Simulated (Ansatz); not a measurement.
Response to strain in CuAu

Start from CuAu (space group P4/mmm, No. 123; a = 2.869 Å, c = 3.645 Å; relaxed with 0.1 eV smearing). Axes: x, y, z lie along a, b, c of the conventional cell.

Strains are applied to the cell and any free atomic positions relax.

All numbers come from PBE (Ansatz, an electronic-structure program; PAW; 420 eV plane waves; scalar-relativistic without spin-orbit coupling).

Notes on the quantities. energy relative to the base: free energy F.

```json
[
 {"uniaxial strain ε_zz (%)": "0", "energy relative to the base (meV/atom)": "0.0"},
 {"uniaxial strain ε_zz (%)": "0.5", "energy relative to the base (meV/atom)": "0.2"},
 {"uniaxial strain ε_zz (%)": "1", "energy relative to the base (meV/atom)": "0.7"},
 {"uniaxial strain ε_zz (%)": "1.5", "energy relative to the base (meV/atom)": "1.6"},
 {"uniaxial strain ε_zz (%)": "2", "energy relative to the base (meV/atom)": "?"},
 {"uniaxial strain ε_zz (%)": "2.5", "energy relative to the base (meV/atom)": "4.2"},
 {"uniaxial strain ε_zz (%)": "3", "energy relative to the base (meV/atom)": "6.0"}
]
```

Problem. Fit ΔE = Aε² + Bε³ (ε in %) to the rows shown and predict the withheld row.

Solution. Least squares on the printed values gives A = 0.732 and B = -0.022 meV/atom (largest residual 0.0 meV/atom); this predicts 2.8 meV/atom, and the run gives 2.7 meV/atom, in agreement.

Stability against distortions was not tested. All final runs are without spin polarisation.
